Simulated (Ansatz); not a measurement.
# W3N4: response to strain

Consider W₃N₄ (space group Pm-3m, No. 221; a = 4.179 Å). Axes: x, y, z lie along the cube axes.

Strains are applied to the cell and any free atomic positions relax; under biaxial strain the out-of-plane vector relaxes too.

Level of theory: Ansatz (a first-principles code) PBEsol, scalar-relativistic without spin-orbit coupling.

Notes on the quantities. energy relative to the base: free energy F; pressure: mean of the normal stresses, compression positive.

```tsv
case	energy relative to the base	pressure	volume per atom
base	0 meV/atom	0.0 GPa	10.43 Å³
biaxial strain −3.56 %, plane normal [001], relaxed out of plane	+88 meV/atom	27.1 GPa	9.84 Å³
biaxial strain −2.99 %, plane normal [001], relaxed out of plane	+61 meV/atom	22.2 GPa	9.93 Å³
biaxial strain +1.81 %, plane normal [001], relaxed out of plane	(withheld)	-10.0 GPa	10.74 Å³
biaxial strain −0.37 %, plane normal [110], relaxed out of plane	+0.5 meV/atom	1.3 GPa	10.39 Å³
biaxial strain −3.17 %, plane normal [111], relaxed out of plane	+21 meV/atom	7.3 GPa	10.23 Å³
uniaxial strain ε_xx = +3.17 %	(withheld)	-10.1 GPa	10.76 Å³
uniaxial strain ε_yy = +1.76 %	+8.0 meV/atom	-6.0 GPa	10.61 Å³
tensor shear ε_xy = −0.65 %	+0.3 meV/atom	0.0 GPa	10.43 Å³
tensor shear ε_xy = −3.49 %	+11 meV/atom	0.4 GPa	10.42 Å³
```

Task: Some entries are withheld; estimate them.

Result: 
- biaxial strain +1.81 %, plane normal [001], relaxed out of plane, energy relative to the base: +19 meV/atom
- uniaxial strain ε_xx = +3.17 %, energy relative to the base: +24 meV/atom

Without a gap, meshes like the base's 11×11×11 leave anisotropic stresses uncertain by several tenths of a GPa, and small strain energies with them. Stability against distortions was not tested. The final runs are not spin-polarised.
